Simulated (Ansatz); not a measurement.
## SnSe2: pressure series

Base system: SnSe2 in the CdI2 type structure (space group P-3m1, No. 164; a = 3.7936 Å, c = 5.7438 Å; layered, stacked along the Cartesian z axis).

Cell and atoms are relaxed at each pressure.

The values are results of PBEsol-D3(BJ) (Ansatz, a quantum-chemistry and plane-wave program, PAW, spin-orbit coupling left out), not measurements.

Notes on the quantities. enthalpy: H = E + PV relative to the base's energy.

| change | lattice parameter a | band gap | enthalpy |
|---|---|---|---|
| base | 3.794 Å | zero | – |
| pressure −2 GPa | ___ | ___ | -0.31 eV/atom |
| pressure −1 GPa | 3.806 Å | 0.18 eV | -0.15 eV/atom |
| pressure 0.3 GPa | 3.790 Å | zero | +0.04 eV/atom |
| pressure 0.7 GPa | 3.786 Å | zero | +0.10 eV/atom |
| pressure 1.5 GPa | 3.779 Å | zero | +0.22 eV/atom |
| pressure 3 GPa | 3.766 Å | zero | +0.43 eV/atom |
| pressure 5 GPa | 3.743 Å | zero | +0.71 eV/atom |
| pressure 7.5 GPa | 3.715 Å | zero | +1.04 eV/atom |
| pressure 10 GPa | 3.688 Å | zero | +1.37 eV/atom |

Problem. Complete the table.

Solution. 
- pressure −2 GPa, lattice parameter a: 3.819 Å
- pressure −2 GPa, band gap: 0.44 eV

A case with no gap was solved on a k-mesh chosen for an insulator, which is coarse for it. Load acts through the strain it causes; cell and atoms are relaxed under it. Whether these cells are dynamically stable was not tested. Competing high-pressure phases were not computed. The final runs are not spin-polarised. Gaps under 0.05 eV, about the width of the smearing, are given as zero. The zero or small gap of SnSe2 can change with the level of theory.
